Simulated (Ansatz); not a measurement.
# Pressure series in SiC

Take SiC (space group P6_3mc, No. 186) as the base.

```
SiC
1.0
    3.09412     0.00000     0.00000
   -1.54706     2.67959     0.00000
    0.00000     0.00000    10.12917
Si C
4 4
Direct
  0.00000   0.00000   0.00031
  0.00000   0.00000   0.50031
  0.66667   0.33333   0.75025
  0.33333   0.66667   0.25025
  0.00000   0.00000   0.81285
  0.00000   0.00000   0.31285
  0.66667   0.33333   0.56221
  0.33333   0.66667   0.06221
```

Cell and atoms are relaxed at each pressure.

Levels (all Ansatz, an electronic-structure program, PAW, earlier PAW set): PBE (420 eV, no spin-orbit coupling); PBEsol (420 eV, scalar-relativistic without spin-orbit coupling).

The base cell above is that of PBE; each level relaxes its own structures.

```csv
case,"volume per atom, PBE","volume per atom, PBEsol"
pressure −2 GPa,10.60 Å³,10.43 Å³
pressure −1 GPa,10.55 Å³,10.38 Å³
pressure 3 GPa,10.35 Å³,10.20 Å³
pressure 7 GPa,10.18 Å³,10.03 Å³
pressure 15 GPa,9.86 Å³,9.73 Å³
pressure 30 GPa,9.38 Å³,9.27 Å³
pressure 50 GPa,8.87 Å³,8.77 Å³
pressure 75 GPa,8.36 Å³,8.28 Å³
pressure 100 GPa,7.96 Å³,7.89 Å³
```

PBE lies above PBEsol in every row, by 0.07 Å³ to 0.17 Å³. They put the cases in the same order.

Load acts through the strain it causes; cell and atoms are relaxed under it. Stability against distortions was not tested. No other phases were tried under pressure.
